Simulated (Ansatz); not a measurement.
The starting structures come from a database of crystals and need not be the phases stable at ambient conditions.

By PBEsol, the system below comes out a metal.

Crystal: CuPt (R-3m, not sure to be the ambient phase, 2 atoms a cell, 13.6 Å³ an atom, -4 GPa at this level); planes in its conventional cell.

These are PBEsol (plane waves, PAW; Ansatz, a first-principles code) values and carry that method's errors.

Ballistic conductance counts the channels of both spins, as a mean over 0.1 eV about the Fermi level; spin-orbit coupling is left out.

```tsv
plane	area (Å²)	G/A (10¹⁵ S/m²)
(001)	6.4	0.50
(100)	34.7	?
(110)	20.0	?
```

Question: What belongs in the gaps?

Answer: 
- (100), G/A (10¹⁵ S/m²): 0.98
- (110), G/A (10¹⁵ S/m²): 1.0
